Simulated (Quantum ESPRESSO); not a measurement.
Quantum ESPRESSO is run on Mg₆TiMn (Amm2, 8 atoms in the cell), and the run fails. The aim is a self-consistent single point with DFT, PBEsol, plane waves, SSSP 1.1.2 efficiency (PBE) pseudopotentials.

Cell that was meant: a = 4.9614 Å, b = 6.2364 Å, c = 6.2364 Å, α = 58.66°, β = 90.00°, γ = 90.00°.

Part of the input:

```fortran
Mg    24.3050  Mg.pbe-n-kjpaw_psl.0.3.0.UPF
Ti    47.8670  ti_pbe_v1.4.uspp.F.UPF
Mn    54.9380  mn_pbe_v1.5.uspp.F.UPF
ATOMIC_POSITIONS {cartesian}
Mg    0.50000000    0.66927000    0.16621000
Mg    0.50000000    0.16621000    0.66927000
Mg    0.00000000    0.83940000    0.33740000
```

Output (repeated stretches shortened):

```
     This program is part of the open-source Quantum ESPRESSO suite
     for quantum simulation of materials; please cite

 %%%%%%%%%%%%%%%%%%%%%%%%%%%%%%%%%%%%%%%%%%%%%%%%%%%%%%%%%%%%%%%%%%%%%%%%%%%%%%
     Error in routine read_cards (1):
     unknown option for ATOMIC_POSITION: ATOMIC_POSITIONS {CARTESIAN}
 %%%%%%%%%%%%%%%%%%%%%%%%%%%%%%%%%%%%%%%%%%%%%%%%%%%%%%%%%%%%%%%%%%%%%%%%%%%%%%

     stopping ...
```

Problem. Read the log: what does the program object to, and what is the fix?

Solution. The fault is a value that the program does not know. The key takes a closed list of words, and names differ between codes. To fix it, use one of the words that the key accepts. The program stopped before any SCF iteration.

The sound input it was made from differs as follows (other fixes are possible):
```diff
-ATOMIC_POSITIONS {cartesian}
+ATOMIC_POSITIONS {crystal}
```

With that input, the run converged in 32 iterations: free energy E − TS -7161.9317 eV; Fermi level (on the code's own zero) 5.57 eV; pressure -1.39 GPa; largest force (vector length) 0.091 eV/Å; size of the cell's spin moment 1.92 μB (DFT, PBEsol, plane waves, SSSP 1.1.2 efficiency (PBE) pseudopotentials).

On the sound input: the starting cell comes from a database of computed structures (which also holds hypothetical and non-ambient phases and stackings), without a prior relaxation at this level. The magnetic order is the one reached from the typed start; others were not searched systematically.
